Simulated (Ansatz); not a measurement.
Al2Cu (I4/mcm, No. 140) was calculated with r²SCAN in Ansatz (PAW).

Settings: plane-wave cutoff 560 eV, 14×14×14 k mesh, Fermi–Dirac smearing 0.05 eV, no spin polarisation, scalar-relativistic PAW data made under PBE.

Computed points:

```
V (Å³/atom)  E − E_lowest (meV/atom)  P (GPa)
-----------  -----------------------  -------
13.821                          8.89     5.12
14.109                          2.15     2.43
14.397                          0.00     0.01
14.685                          1.96    -2.15
14.973                          7.58    -4.07
```

**Question.** Estimate the bulk modulus and its pressure derivative from these points.

**Answer.** V0 = 14.399 Å³/atom, B0 = 114 GPa, B′ = 4.6 (fit to the energies at full precision).

Shape and atoms are relaxed at each volume.

Measured, for comparison: equilibrium volume per atom 14.78 Å³/atom (temperature not stated, no zero-point or thermal correction, from a published cell, temperature and pressure not stated; as tabulated in James B. Friauf, Journal of the American Chemical Society 49, 3107 (1927)). Computed less measured: equilibrium volume per atom -2.6 %.

The computed numbers hold no vibrational or temperature effects.

Ansatz is an electronic-structure program.
